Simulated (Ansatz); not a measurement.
## Effect of biaxial strain +2.92 %, plane normal [001], relaxed out of plane on Al

Base system: Al in the fcc (Cu type) structure (space group Fm-3m, No. 225; a = 3.9920 Å). Axes: x, y, z lie along the cube axes.

Modification: tensile biaxial strain of 2.92 % in the plane normal to [001], as in epitaxy on a mismatched substrate; the out-of-plane cell vector and the atoms relax.

Computed with Kohn–Sham DFT with the r2SCAN functional, run in Ansatz (an electronic-structure program) with PAW and 500 eV plane waves, no spin-orbit coupling. Settings: 20×20×20 k-points, 0.05 eV Fermi–Dirac smearing.

The volume per atom increases by 0.52 Å³ to 16.42 Å³ and the space group goes from Fm-3m (No. 225) to I4/mmm (No. 139). The shortest interatomic distance grows by 0.007 Å to 2.830 Å and the energy goes up by 9.9 meV/atom. The band gap remains zero and the out-of-plane strain amounts to -2.52 % (rough). The mean in-plane stress (compression positive) is -3.7 GPa (rough).

Without a gap, meshes like the base's 20×20×20 leave anisotropic stresses uncertain by several tenths of a GPa, and small strain energies with them. No phonon test of stability was made.
